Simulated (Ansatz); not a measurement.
System: cubic perovskite KZnF3. Method: r²SCAN (plane waves, PAW; Ansatz, an electronic-structure program).

Numerical settings: plane-wave cutoff 560 eV, 8×8×8 k mesh, Fermi–Dirac smearing 0.01 eV, scalar-relativistic PAW data made under PBE.

Results at a series of volumes:

```tsv
V (Å³/atom)	E − E_lowest (meV/atom)
12.454	14.15
12.719	6.05
12.984	1.47
13.249	0.00
13.514	1.35
13.779	5.20
14.044	11.30
```

**Question.** What bulk modulus B0 and pressure derivative B′ does a third-order Birch–Murnaghan fit give?

**Answer.** V0 = 13.250 Å³/atom, B0 = 84.6 GPa, B′ = 4.6 (fit to the energies at full precision).

Measured, for comparison: bulk modulus 80 GPa (temperature not stated, no zero-point or thermal correction, (C11+2C12)/3; as tabulated in Vaitheeswaran et al. (2016), arXiv:1609.00541); equilibrium volume per atom 13.34 Å³/atom (room temperature, no zero-point or thermal correction; as tabulated in Dubrovin et al. (2021), arXiv:2110.13026). Computed (rounded) less measured: bulk modulus +6 %, equilibrium volume per atom -0.7 %. A static lattice is as a rule a little smaller and stiffer than an uncorrected measurement, which narrows the difference in the bulk modulus, equilibrium volume per atom and would widen misses of the other sign.

The computed numbers hold no vibrational or temperature effects.

It cost very roughly 60 core-seconds of CPU time.
